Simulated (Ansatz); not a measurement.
The reference is Sn₂Pt (space group Fm-3m, No. 225; a = 6.455 Å; relaxed with 0.1 eV smearing). Axes: x, y, z lie along the cube axes.

It is then changed as follows: biaxial strain −0.66 %, plane normal [111], relaxed out of plane (Cartesian); in-plane vectors clamped, the third vector and the atoms free.

Levels (all Ansatz, a program for electronic structure, PAW): PBEsol (420 eV, no spin-orbit coupling); PBEsol+SOC (420 eV, with spin-orbit coupling).

The geometry is relaxed with PBEsol.

* **PBEsol pressure**: 0.5 GPa

Problem. How does going to PBEsol+SOC change the pressure?

Solution. The pressure falls by 0.3 GPa (0.5 GPa → 0.2 GPa).

Single points use the geometry relaxed with PBEsol. The spin-orbit shifts are approximate. Stability against distortions was not tested. The runs without spin-orbit coupling are not spin-polarised.
